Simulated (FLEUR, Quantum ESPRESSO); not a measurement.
A FLEUR input for a self-consistent single point of ScBPt3 (P1, 5 atoms in the cell) (DFT, PBEsol, all-electron FLAPW (FLEUR), scalar-relativistic valence):

Input of the input generator:

```
ScBPt3 FLAPW
&input film=f /
8.0696181015 0.0000000000 0.0000000000
0.0000000000 8.0696181015 0.0000000000
0.0000000000 0.0000000000 8.0696181015
1.0
1.0 1.0 1.0

5
21 0.0105450000 0.0007240000 0.0047220000
5 0.4948840000 0.4945010000 0.4996620000
78 0.0029050000 0.4830160000 0.5054300000
78 0.4962820000 0.0058910000 0.4971440000
78 0.4953840000 0.5158680000 -0.0069580000

&comp jspins=1 /
&exco xctyp='PBEs' /
&kpt div1=5 div2=5 div3=5 /
&end /
```

```xml
<?xml version="1.0" encoding="UTF-8" standalone="no"?>
<fleurInput fleurInputVersion="0.39">
   <comment>
      ScBPt3 FLAPW                                                                                        
   </comment>
   <calculationSetup>
      <cutoffs Kmax="4.4" Gmax="17.6" GmaxXC="17.6" numbands="0"/>
      <scfLoop itmax="80" minDistance="0.00001" maxIterBroyd="25" imix="Anderson" alpha="0.05" precondParam="0.0" spinf="2.0"/>
      <coreElectrons ctail="T" frcor="F" kcrel="0" coretail_lmax="0"/>
      <xcFunctional name="PBEs" relativisticCorrections="F"/>
      <magnetism jspins="1"/>
      <soc l_soc="F" theta="0.0" phi="0.0" spav="F"/>
      <expertModes spex="0" secvar="F"/>
      <geometryOptimization l_f="T" forcealpha="1.0" forcemix="BFGS" epsdisp="0.00001" epsforce="0.00001"/>
      <ldaU l_linMix="F" mixParam="0.05" spinf="1.0"/>
   </calculationSetup>
   <cell>
      <bzIntegration valenceElectrons="62.0" mode="gauss" fermiSmearingEnergy="0.00183747">
         <kPointListSelection listName="default-1"/>
         <!-- k-points included here -->
         <xi:include xmlns:xi="http://www.w3.org/2001/XInclude" href="kpts.xml"> </xi:include>
      </bzIntegration>
      <!-- symmetry operations included here -->
      <xi:include xmlns:xi="http://www.w3.org/2001/XInclude" href="sym.xml"> </xi:include>
      <bulkLattice scale="1.0">
         <bravaisMatrix>
            <row-1>    8.0696181014999997     0.0000000000000000     0.0000000000000000</row-1>
            <row-2>    0.0000000000000000     8.0696181014999997     0.0000000000000000</row-2>
            <row-3>    0.0000000000000000     0.0000000000000000     8.0696181014999997</row-3>
         </bravaisMatrix>
      </bulkLattice>
   </cell>
   <atomSpecies>
      <species name="Scandium (Sc)" element="Sc" atomicNumber="21">
         <mtSphere radius="2.68" gridPoints="925" logIncrement="0.013"/>
         <atomicCutoffs lmax="10" lnonsphr="8"/>
         <electronConfig flipSpins="F">
            <coreConfig>(1s1/2) (2s1/2) (2p1/2) (2p3/2)</coreConfig>
            <valenceConfig>(3s1/2) (3p1/2) (3p3/2) (4s1/2) (3d3/2) (3d5/2)</valenceConfig>
            <stateOccupation state="(3d3/2)" spinUp="0.2" spinDown="0.2"/>
            <stateOccupation state="(3d5/2)" spinUp="0.3" spinDown="0.3"/>
         </electronConfig>
         <energyParameters s="4" p="4" d="3" f="4"/>
         <lo type="SCLO" l="0" n="3" eDeriv="0"/>
         <lo type="SCLO" l="1" n="3" eDeriv="0"/>
      </species>
      <species name="Boron (B)" element="B" atomicNumber="5">
         <mtSphere radius="1.36" gridPoints="471" logIncrement="0.021"/>
         <atomicCutoffs lmax="6" lnonsphr="4"/>
         <electronConfig flipSpins="F">
            <coreConfig>(1s1/2)</coreConfig>
            <valenceConfig>(2s1/2) (2p1/2) (2p3/2)</valenceConfig>
            <stateOccupation state="(2p1/2)" spinUp="0.1666666666667" spinDown="0.1666666666667"/>
            <stateOccupation state="(2p3/2)" spinUp="0.3333333333333" spinDown="0.3333333333333"/>
         </electronConfig>
         <energyParameters s="2" p="2" d="3" f="4"/>
      </species>
      <species name="Platinum (Pt)" element="Pt" atomicNumber="78">
         <mtSphere radius="2.40" gridPoints="829" logIncrement="0.016"/>
         <atomicCutoffs lmax="10" lnonsphr="8"/>
         <electronConfig flipSpins="F">
            <coreConfig>(1s1/2) (2s1/2) (2p1/2) (2p3/2) (3s1/2) (3p1/2) (3p3/2) (4s1/2) (3d3/2) (3d5/2) (4p1/2) (4p3/2) (5s1/2) (4d3/2) (4d5/2) (4f5/2) (4f7/2)</coreConfig>
            <valenceConfig>(5p1/2) (5p3/2) (6s1/2) (5d3/2) (5d5/2)</valenceConfig>
            <stateOccupation state="(6s1/2)" spinUp="0.5" spinDown="0.5"/>
            <stateOccupation state="(5d3/2)" spinUp="1.8" spinDown="1.8"/>
            <stateOccupation state="(5d5/2)" spinUp="2.7" spinDown="2.7"/>
         </electronConfig>
         <energyParameters s="6" p="6" d="5" f="5"/>
         <lo type="SCLO" l="1" n="5" eDeriv="0"/>
      </species>
   </atomSpecies>
   <atomGroups>
      <atomGroup species="Scandium (Sc)">
         <relPos label="                   1">.0105450000 .0007240000 .0047220000</relPos>
         <force calculate="T" relaxXYZ="TTT"/>
      </atomGroup>
      <atomGroup species="Boron (B)">
         <relPos label="                   2">.4948840000 .4945010000 .4996620000</relPos>
         <force calculate="T" relaxXYZ="TTT"/>
      </atomGroup>
      <atomGroup species="Platinum (Pt)">
         <relPos label="                   3">.0029050000 .4830160000 -.4945700000</relPos>
         <force calculate="T" relaxXYZ="TTT"/>
      </atomGroup>
      <atomGroup species="Platinum (Pt)">
         <relPos label="                   4">.4962820000 .0058910000 .4971440000</relPos>
         <force calculate="T" relaxXYZ="TTT"/>
      </atomGroup>
      <atomGroup species="Platinum (Pt)">
         <relPos label="                   5">.4953840000 -.4841320000 -.0069580000</relPos>
         <force calculate="T" relaxXYZ="TTT"/>
      </atomGroup>
   </atomGroups>
   <output dos="F" band="F" slice="F">
      <checks vchk="F" cdinf="F"/>
      <bandDOS minEnergy="-.5*Htr" maxEnergy="0.5*Htr" sigma="0.015" storeEVData="T"/>
      <vacuumDOS vacdos="F" integ="F" star="F" nstars="0" locx1="0.0" locy1="0.0" locx2="0.0" locy2="0.0" nstm="0" tworkf="0.0"/>
      <unfoldingBand unfoldBand="F" supercellX="1" supercellY="1" supercellZ="1"/>
      <plotting iplot="0" polar="F">
         <plot TwoD="T" vec1="  1.0  0.0  0.0" vec2="  0.0  1.0  0.0" vec3="  0.0  0.0  1.0" zero="  0.0  0.0  0.0" file="plot"/>
      </plotting>
      <chargeDensitySlicing numkpt="0" minEigenval="0.0" maxEigenval="0.0" nnne="0" pallst="F"/>
      <specialOutput eonly="F"/>
      <magneticCircularDichroism mcd="F" energyLo="-10.0" energyUp="0.0"/>
   </output>
  <!-- We include the file relax.xml here to enable relaxations (see documentation) -->
  <xi:include xmlns:xi="http://www.w3.org/2001/XInclude" href="relax.xml"> <xi:fallback/> </xi:include>
</fleurInput>
```

Problem. Translate this input to Quantum ESPRESSO.

Solution. This is the input that was run; spellings and numerical settings could be chosen otherwise.

```fortran
&control
  calculation = 'scf',
  prefix = 'ScBPt3',
  outdir = './out',
  pseudo_dir = './',
  verbosity = 'high',
  tprnfor = .true.,
  tstress = .true.,
/
&system
  ibrav = 0,
  nat = 5,
  ntyp = 3,
  ecutwfc = 85,
  occupations = 'smearing',
  smearing = 'gauss',
  degauss = 0.0036749,
/
&electrons
  conv_thr = 1.0d-10,
  mixing_beta = 0.7,
/
ATOMIC_SPECIES
Sc    44.9559  Sc.upf
B     10.8100  B.upf
Pt   195.0840  Pt.upf
ATOMIC_POSITIONS crystal
Sc    0.0105450000    0.0007240000    0.0047220000
B     0.4948840000    0.4945010000    0.4996620000
Pt    0.0029050000    0.4830160000    0.5054300000
Pt    0.4962820000    0.0058910000    0.4971440000
Pt    0.4953840000    0.5158680000   -0.0069580000
K_POINTS automatic
5 5 5  0 0 0
CELL_PARAMETERS angstrom
   4.2702580000     0.0000000000     0.0000000000
   0.0000000000     4.2702580000     0.0000000000
   0.0000000000     0.0000000000     4.2702580000
```

Basis settings and potentials, where a program has them, do not carry over. This input uses DFT, PBEsol, plane waves, PseudoDojo standard norm-conserving (PBESOL) pseudopotentials.

The starting cell comes from a database of computed structures (which also holds hypothetical and non-ambient phases and stackings), without a prior relaxation at this level. Its lattice was rescaled by a random factor within 2.5 % of one. For this run, on top of that: atoms moved at random.
